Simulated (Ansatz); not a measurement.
Base system: BeTe in the zinc blende structure (space group F-43m, No. 216; a = 5.6569 Å). Axes: x, y, z lie along the cube axes.

All numbers come from r2SCAN in Ansatz (plane waves to 500 eV, PAW, without spin-orbit coupling).

Before the change:

Smallest direct gap: 4.04 eV
Band gap: 2.38 eV
Pressure: 0.00 GPa
Shortest interatomic distance: 2.450 Å

It is then changed as follows: a pure shear with ε_xz = ε_zx = -0.0342; the atoms relax in the strained cell.

### Question
How does this affect the smallest direct gap, band gap, pressure and shortest interatomic distance?

### Answer
The smallest direct gap shrinks by 0.69 eV (4.04 eV → 3.35 eV); the band gap drops by 0.542 eV, from 2.38 eV to 1.83 eV; the pressure (mean of the normal stresses, compression positive) goes from zero to 0.19 GPa; the shortest interatomic distance drops by 0.0303 Å (2.450 Å → 2.419 Å).

Spin-orbit coupling, missing from the scalar runs, can matter with Te. Whether these cells are dynamically stable was not tested.

Ansatz is a program for electronic structure.
